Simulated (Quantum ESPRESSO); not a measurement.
Quantum ESPRESSO is run on Ba₅In₅O₁₂ (P-1, 22 atoms in the cell), and the run fails. The aim is a self-consistent single point with DFT, PBEsol, plane waves, GBRV 1.5 ultrasoft (PBESOL) pseudopotentials.

Cell that was meant: a = 5.9936 Å, b = 7.3651 Å, c = 9.7572 Å, α = 71.97°, β = 72.93°, γ = 88.61°.

Part of the input:

```fortran
O     0.1818000000    0.2740700000    0.6140700000
O     0.0000000000    0.5000000000    0.0000000000
K_POINTS {automatic}
3 3 2
```

Output (repeated stretches shortened):

```
     This program is part of the open-source Quantum ESPRESSO suite
     for quantum simulation of materials; please cite

 %%%%%%%%%%%%%%%%%%%%%%%%%%%%%%%%%%%%%%%%%%%%%%%%%%%%%%%%%%%%%%%%%%%%%%%%%%%%%%
     Error in routine card_kpoints (1):
      end of file while reading automatic k points
 %%%%%%%%%%%%%%%%%%%%%%%%%%%%%%%%%%%%%%%%%%%%%%%%%%%%%%%%%%%%%%%%%%%%%%%%%%%%%%

     stopping ...
```

**Question.** Read the log: what does the program object to, and what is the fix?

**Answer.** The fault is an automatic mesh without its three shifts. The card takes six integers. To fix it, add the shifts. The program stopped before any SCF iteration.

The sound input it was made from differs as follows (other fixes are possible):
```diff
-3 3 2
+3 3 2  0 0 0
```

With that input, the run converged in 15 iterations: free energy E − TS -19116.4075 eV; Fermi level (on the code's own zero) 9.63 eV; pressure -5.59 GPa; largest force (vector length) 0.172 eV/Å (DFT, PBEsol, plane waves, GBRV 1.5 ultrasoft (PBESOL) pseudopotentials).

On the sound input: the starting cell comes from a database of computed structures (which also holds hypothetical and non-ambient phases and stackings), without a prior relaxation at this level. With a pressure of about -6 GPa the cell is away from its equilibrium volume at this level. Without a gap this mesh is coarse (it stands for a supercell whose shortest vector is 18 Å).
